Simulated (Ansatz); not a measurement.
## CuBiSeO, pressure series

The reference is CuBiSeO (space group P4/nmm, No. 129; a = 3.896 Å, c = 8.895 Å; a cell from a computed database, its experimental status unchecked).

Cell and atoms are relaxed at each pressure.

Level of theory: Kohn–Sham DFT with the PBEsol functional, run in Ansatz (a quantum-chemistry and plane-wave program) with PAW and 420 eV plane waves, no SOC.

```tsv
change	volume per atom	smallest direct gap
base	16.87 Å³	0.38 eV
pressure 0.3 GPa	16.82 Å³	0.40 eV
pressure 0.7 GPa	16.74 Å³	0.42 eV
pressure 1.5 GPa	[?]	[?]
```

Problem. What belongs in the blanks?

Solution. 
- pressure 1.5 GPa, volume per atom: 16.59 Å³
- pressure 1.5 GPa, smallest direct gap: 0.46 eV

With Bi present, leaving out spin-orbit coupling can change the band edges. Load acts through the strain it causes; cell and atoms are relaxed under it. Whether these cells are dynamically stable was not tested. No Hubbard U is applied. The final runs are not spin-polarised.
